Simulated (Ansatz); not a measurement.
# Carrier properties of SrTiO$_{3}$ under load (space group Pm-3m)

Consider the following.

```
CELL_PARAMETERS angstrom
      3.90539     0.00000     0.00000
      0.00000     3.90539     0.00000
      0.00000     0.00000     3.90539
ATOMIC_POSITIONS crystal
  Sr 0.00000 0.00000 0.00000
  Ti 0.50000 0.50000 0.50000
  O  0.50000 0.00000 0.50000
  O  0.00000 0.50000 0.50000
  O  0.50000 0.50000 0.00000
```

Method: PBEsol with spin-orbit coupling, rigid bands (plane waves, PAW; Ansatz, a first-principles code). Condition of this run: hydrostatic pressure -2 GPa (the target of the relaxation). Cell: cell and atoms relaxed with PBEsol, then loaded as said.

| Quantity | Result |
|---|---|
| band gap | 1.82 eV |
| electron conductivity mass (300 K, dilute) | 0.66 mₑ |
| hole conductivity mass (300 K, dilute) | 1.88 mₑ |
| effective density of states N_c (300 K) | 5.7e19 cm⁻³ |
| effective density of states N_v (300 K) | 2.4e20 cm⁻³ |
| density-of-states mass, electrons | 1.72 mₑ |
| density-of-states mass, holes | 4.5 mₑ |
| Seebeck coefficient, n-type 1e19 cm⁻³, 300 K | -393 μV/K |
| Seebeck coefficient, p-type 1e19 cm⁻³, 300 K | 515 μV/K |

Rigid bands; masses and Seebeck coefficients take one relaxation time τ for all states and one kind of carrier; polarons and phonon drag are left out.
